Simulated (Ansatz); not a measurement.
Consider interstitial N in bcc Ta, neutral cell. The step: several atoms move together, N the farthest; the atom moves 1.66 Å along (0.00, 0.00, -0.50) of the unit cell; the moving atom starts with neighbours 2 Ta at 2.01, 4 Ta at 2.25 Å and ends with 2 Ta at 2.01, 4 Ta at 2.25 Å. A PBE band in Ansatz (plane-wave PAW, a 2×2×3 k-point mesh shifted by half a step, 36 host sites, 27 SCF runs with any check of the saddle's order, static, no finite-size correction) gives a forward barrier of 1.36 eV. The saddle point's order was not checked, and it lies on a symmetry element of the cell, where a band can be held. Sites that were not tried may lie lower.

Single points at the band's start and saddle point can refine it. Rough cost of one point, in units of the band's mean SCF on the same machine:

```tsv
Level	Cost of one point
PBE, a 3×3×4 k-point mesh shifted by half a step	about 3
r2SCAN at 500 eV, a 2×2×3 k-point mesh shifted by half a step	under 2
```

Q: Which of these move the barrier by more than 0.1 eV, and how far does each move it?

A: Not one does. PBE, a 3×3×4 k-point mesh shifted by half a step: -0.01 eV; r2SCAN at 500 eV, a 2×2×3 k-point mesh shifted by half a step: +0.07 eV. Each functional is compared with PBE at the same k-points.

Ansatz is a first-principles code.
